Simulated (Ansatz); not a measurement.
# Computed paths: interstitial Mg in beta Ga2O3, charge state +2

Defect: interstitial Mg in beta Ga2O3, charge state +2. Level of theory: PBE, PAW (plane waves to 420 eV; Ansatz, an electronic-structure program).

Settings: 120 host sites, the relaxed PBE lattice, the Γ point alone, smearing 0.01 eV, spin-restricted, no image-charge correction. No zero-point or tunnelling terms. The charge state is imposed; whether it is stable for some Fermi level was not computed. Sites that were not tried may lie lower.

Barriers: single points on a 2×2×2 k-point mesh shifted by half a step at the bands' geometries.

```csv
Route,Start site over the lowest site run (eV),Hop (Å),Forward barrier (eV),Backward barrier (eV),Neighbours at the start,Neighbours at the saddle,Saddle order,"Forward, on the band's own sampling (eV)"
"several atoms move together, Mg the farthest",0.00,1.77,0.40,0.40,"O at 1.87, 2 O at 1.92, O at 2.03 Å","2 O at 1.87, O at 2.20, O at 2.29 Å",not checked,0.37
"several atoms move together, Mg the farthest",0.00,1.60,0.40,0.29,"O at 1.87, 2 O at 1.92, O at 2.03 Å","2 O at 1.87, O at 2.21, O at 2.26 Å","not checked, on a symmetry element",0.37
```

Paths come from CI-NEB runs.  A band can be held on a symmetry element, so unchecked saddle points there may be too high. A further band (Mg moves alone to another site, 1.88 Å) gave 0.27 eV forward on its own sampling, 0.37 eV above the lowest site run, but its whole barrier lies in one image, so it is not taken as a result.

The whole set of runs took roughly 3 core-hours.
